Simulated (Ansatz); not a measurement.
**Ansatz (an electronic-structure program) run on MgTl (P4mm, 2 atoms in the cell): self-consistent single point**

Computed with LDA (PW92), default PAW files made with PBE (plane waves; Ansatz).

This input was run:

Ansatz 0.2 input:
```yaml
# MgTl
crystal:
  lattice:
    - [3.61961100, 0.00000000, 0.00000000]
    - [0.00000000, 3.61961100, 0.00000000]
    - [0.00000000, 0.00000000, 3.61961100]
  atoms:
    - { symbol: Mg, position: [0.00000000, 0.00000000, 0.01381400] }
    - { symbol: Tl, position: [0.50000000, 0.50000000, 0.50000000] }
basis:
  ecutwfc: 420.0
kpoints:
  mp_grid: { grid: [9, 9, 9] }
hamiltonian:
  xc: lda
  pseudopotentials: { kind: paw }
scf:
  occupations: { method: gaussian, width: 0.1 }
output:
  forces: true
  eigenvalues: true
  stress: true
```

Output, abridged:

```
WARN ansatz: RAYON_NUM_THREADS=1 ignored (pool sized by the plan → 1); use --threads N
Pseudopotentials: kind: paw
Pseudopotential: Mg, paw, valence charge 10
Pseudopotential: Tl, paw, valence charge 13
Crystal: 2 atoms, lattice volume = 47.423 Å³
Basis set: ecut = 420 eV, 925 PW (Γ)
Bands: 16, of which v1, the nominal top of the filled ones, is band 12 counted from 1 (11 counted from 0)
Symmetry: 8 space group operations
Space group: P4mm (ITA 99), of the structure as read, at distance tolerance 3.6e-5 Å
k-points: 75 of 729 (time reversal used)
PAW frozen core: Mg, regenerated for the run's functional, and the local potential with it
PAW frozen core: Tl, regenerated for the run's functional, and the local potential with it
Initial density: superposition of atomic densities (neutral atoms: chi_scale 0, normalization atom), corrected by the library's trained network
Initial wavefunctions: pseudopotential atomic-orbital guess
Eigensolver: davidson
Functional: x = slater, c = lda
SCF iter   1: F=—  HF=-13048.419223 eV  |F-HF|=—  |Δ(HF+E_count)|=         —  Δρ=6.40e-3  dr2=1.53e-2  ethr=1.77e-3  ⟨swp⟩=5.3  Hψ=5936  notcnv=0
all-band conjugate gradients solve this SCF's bands
preconditioner: auto → none
SCF iter   2: F=—  HF=-13048.409024 eV  |F-HF|=—  |Δ(HF+E_count)|=   1.02e-2  Δρ=1.65e-3  dr2=8.43e-4  ethr=6.66e-5  ⟨swp⟩=2.0  Hψ=2947  notcnv=0  defer=31
SCF iter   3: F=—  HF=-13048.408673 eV  |F-HF|=—  |Δ(HF+E_count)|=   3.51e-4  Δρ=2.56e-4  dr2=4.75e-5  ethr=3.66e-6  ⟨swp⟩=2.0  Hψ=1984  notcnv=0  defer=31
SCF iter   4: F=—  HF=-13048.408662 eV  |F-HF|=—  |Δ(HF+E_count)|=   1.10e-5  Δρ=1.21e-4  dr2=5.21e-6  ethr=2.07e-7  ⟨swp⟩=2.1  Hψ=1713  notcnv=0  defer=31
SCF iter   5: F=—  HF=-13048.408663 eV  |F-HF|=—  |Δ(HF+E_count)|=   1.08e-6  Δρ=1.22e-5  dr2=1.19e-7  ethr=2.27e-8  ⟨swp⟩=1.0  Hψ=1159  notcnv=0  defer=31
SCF iter   6: F=-13048.408663 eV  HF=-13048.408663 eV  |F-HF|=2.59e-9  |Δ(HF+E_count)|=   5.45e-8  Δρ=2.43e-6  dr2=3.74e-9  ethr=4.35e-10  ⟨swp⟩=6.0  Hψ=4424  notcnv=0
SCF 1 converged in 6 iterations: F = -13048.408663 eV  dr2 = 3.74e-9
SCF converged after 6 iterations
Free energy (F): -13048.408663 eV
Harris-Foulkes:  -13048.408663 eV  (|F-HF|=2.59e-9)
Internal energy: -13048.402932 eV  (E = F + TS)
E sigma→0 (E₀):  -13048.405797 eV
Entropy (-TS):   -0.005731 eV (-2.865 meV/atom)
Fermi energy:    9.218292 eV
--- Per-component energies (eV) ---
  E_band       = -336.818759
  E_kinetic    = 409.992386
  E_local      = -2412.025505  (includes V_loc(G=0)·N_el)
  E_nonlocal   = 417.326533
  E_hartree    = 866.943871
  E_xc         = -257.804209
  E_vxc        = -180.715937  (∫ρ·V_xc dr)
  E_paw        = -10140.156086  (= ΣΔE_a)
  E_vpaw       = -305.284789  (= ΣTr[D̂ρ^β])
  E_aug_tail   = 0.000034  (compensation charges beyond the density's cutoff)
  E_ewald      = -1932.688875
  E_core_change = 0.008919  (= ΣΔE_core)
  E_smearing   = -0.005731  (= −TS)
  E_closure    = -0.000000  (closes the sum)
  Σ components = -13048.408663   (vs F -13048.408663, Δ=0.00e0)
--- Forces (eV/Å), atoms counted from 1 ---
  atom   1  Mg    -0.00000000     0.00000000    -0.07655364
  atom   2  Tl     0.00000000     0.00000000     0.07655687
  max |Σ_I F_I| component: 3.23e-6 eV/Å
--- Stress (GPa, compression-positive) ---
       -1.938303       0.000000       0.000000
        0.000000      -1.938303       0.000000
       -0.000000       0.000000      -1.979117
  P = ⅓ Tr σ = -1.9519 GPa (-19.519 kbar)
  The stress holds the Pulay correction. Without it, at fixed plane waves, as pw.x and ABINIT print it: P = -1.9773 GPa
--- Band table (eV; the first three rows and the last of 75) ---
  k-point 0: bands = ["-66.7919", "-34.2164", "-34.2163", "-34.2163", "-2.5985", "-2.5982", "-2.2326", "-2.2321", "-2.2321", "-0.5252", "11.5804", "11.5804", "11.5831", "12.5720", "14.5502", "14.5511"]
  k-point 1: bands = ["-66.7919", "-34.2169", "-34.2163", "-34.2163", "-2.5943", "-2.5628", "-2.2481", "-2.2481", "-2.2309", "-0.3797", "9.8814", "11.7454", "11.7454", "13.2590", "14.6139", "15.8923"]
  k-point 2: bands = ["-66.7919", "-34.2180", "-34.2162", "-34.2162", "-2.5838", "-2.4785", "-2.2884", "-2.2884", "-2.2265", "0.0603", "7.7576", "12.2214", "12.2214", "13.7272", "14.7930", "18.5188"]
  k-point 74: bands = ["-66.7915", "-34.2194", "-34.2193", "-34.2193", "-2.5422", "-2.5381", "-2.5377", "-2.0416", "-2.0414", "5.0770", "8.6908", "8.8133", "8.8177", "10.8995", "11.5706", "11.5717"]
```

The run converged in 6 iterations.

The starting cell comes from a database of computed structures (which also holds hypothetical and non-ambient phases and stackings), without a prior relaxation at this level. Its lattice was rescaled by up to half a per cent. One atom was moved a little off its site on purpose. Spin-orbit coupling is off. Ansatz's pressure includes its estimate of the finite-basis (Pulay) stress.
